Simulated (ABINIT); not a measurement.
ABINIT run on Ir₃Os (Pm-3m, 4 atoms in the cell): self-consistent single point.

Level of theory: LDA (PW92), norm-conserving pseudopotentials (PseudoDojo nc-sr-04 LDA standard) (plane waves; ABINIT).

```xyz
4
Lattice="3.8481 0.0000 0.0000 0.0000 3.8481 0.0000 0.0000 0.0000 3.8481" Properties=species:S:1:pos:R:3 pbc="T T T"
Os     0.0000     0.0000     0.0000
Ir     0.0000     1.9240     1.9240
Ir     1.9240     0.0000     1.9240
Ir     1.9240     1.9240     0.0000
```

Reference input (self-consistent single point, DFT, PBEsol, plane waves, norm-conserving pseudopotentials (PseudoDojo nc-sr-04 PBEsol standard)): pseudos = [Os.upf, Ir.upf]; ecut = 1007 eV; ixc = -116133; occopt = 3; tsmear = 0.00367493 Ha; ngkpt = 11 11 11; nshiftk = 1; shiftk = 0 0 0; potentials = PseudoDojo nc-sr-04 PBEsol standard; nband = 43; kptopt = 1; nstep = 80. This run's input differs from it in these lines:

```diff
@@ -1,2 +1,2 @@
-# Ir3Os, PseudoDojo nc-sr-04 PBEsol standard
+# Ir3Os, PseudoDojo nc-sr-04 LDA standard
 pp_dirpath "./"
@@ -18,3 +18,3 @@
 ecut 1007 eV
-ixc -116133
+ixc 7
 occopt 3
```

Its files differ too (potentials: PseudoDojo nc-sr-04 PBEsol standard → PseudoDojo nc-sr-04 LDA standard).

The program printed (abridged):

```
--- !BeginCycle
solver: {iscf: 7, nstep: 80, nline: 4, wfoptalg: 0, }
tolerances: {tolvrs: 1.00E-12, }
...

     iter   Etot(hartree)      deltaE(h)  residm     vres2
 ETOT  1  -445.92723245884    -4.459E+02 2.848E-01 5.264E+01
 ETOT  2  -446.14754833488    -2.203E-01 2.198E-02 2.972E+01
 ETOT  3  -446.15096428040    -3.416E-03 5.792E-03 3.160E+01
 ETOT  4  -446.15759099627    -6.627E-03 3.072E-03 2.380E-02
 ETOT  5  -446.15759729605    -6.300E-06 1.796E-03 8.065E-04
 ETOT  6  -446.15759748754    -1.915E-07 9.251E-04 4.849E-06
 ETOT  7  -446.15759748922    -1.676E-09 7.463E-04 6.572E-07
 ETOT  8  -446.15759748934    -1.225E-10 4.687E-04 1.096E-10
 ETOT  9  -446.15759748935    -1.137E-11 6.397E-04 2.378E-11
 ETOT 10  -446.15759748935     7.901E-12 3.243E-04 4.116E-15
 At SCF step   10       vres2   =  4.12E-15 < tolvrs=  1.00E-12 =>converged.

 Cartesian components of stress tensor (hartree/bohr^3)
  sigma(1 1)=  4.38637795E-04  sigma(3 2)=  0.00000000E+00
  sigma(2 2)=  4.38637795E-04  sigma(3 1)=  0.00000000E+00
  sigma(3 3)=  4.38637795E-04  sigma(2 1)=  0.00000000E+00

 ----iterations are completed or convergence reached----

 reduced coordinates (array xred) for    4 atoms
       0.000000000000      0.000000000000      0.000000000000
       0.000000000000      0.500000000000      0.500000000000
       0.500000000000      0.000000000000      0.500000000000
       0.500000000000      0.500000000000      0.000000000000
 cartesian forces (eV/Angstrom) at end:
    1     -0.00000000000000    -0.00000000000000    -0.00000000000000
   [... lines left out ...]
 Fermi (or HOMO) energy (eV) =  17.63292   Average Vxc (eV)= -15.27836
   [... lines left out ...]
total_energy        : -4.46157597489345E+02
total_energy_eV     : -1.21405656473380E+04
band_energy         : -3.18469495170110E+01
...

-Cartesian components of stress tensor (GPa)         [Pressure= -1.2905E+01 GPa]
- sigma(1 1)=  1.29051673E+01  sigma(3 2)=  0.00000000E+00
- sigma(2 2)=  1.29051673E+01  sigma(3 1)=  0.00000000E+00
- sigma(3 3)=  1.29051673E+01  sigma(2 1)=  0.00000000E+00

 Calculation completed.
```

The run converged in 10 iterations. Against the reference run the pressure goes from -6.89 to -12.91 GPa.

The starting cell comes from a database of computed structures (which also holds hypothetical and non-ambient phases and stackings), without a prior relaxation at this level. Spin polarisation is off. With a pressure of about -13 GPa the cell is away from its equilibrium volume at this level.

Cost on one core of a shared machine: roughly 5 min.
